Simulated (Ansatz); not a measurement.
**What uniaxial strain ε_zz = +1.20 % does to TiPt3**

Take TiPt3 in the Cu3Au type structure (space group Pm-3m, No. 221; a = 3.8996 Å; relaxed with 0.1 eV smearing) as the base. Axes: x, y, z lie along the cube axes.

One thing is altered: uniaxial strain ε_zz = +1.20 %, all other strain components held at zero, atoms relaxed at fixed cell.

Level of theory: DFT with PBEsol, PAW potentials and a 420 eV plane-wave cutoff in Ansatz (a program for electronic structure), scalar-relativistic without spin-orbit coupling. k-mesh 15×15×15 (Γ-centred); smearing 0.1 eV (Fermi–Dirac).

The volume per atom increases by 0.178 Å³ to 15.00 Å³ and the space group goes from Pm-3m (No. 221) to P4/mmm (No. 123). The shortest interatomic distance is still 2.757 Å and the energy increases by 2.5 meV/atom. The pressure (mean of the normal stresses, compression positive) goes from zero to -3.1 GPa and the band gap remains zero. The stress (xx, yy, zz, yz, xz, xy; compression positive) comes out as (-2.3, -2.3, -4.5, 0.0, 0.0, 0.0) GPa.

Cost of the whole job for the changed cell (relaxation, final SCF and bands): around 70 core-seconds (rough).

No phonon test of stability was made. The final runs are not spin-polarised.
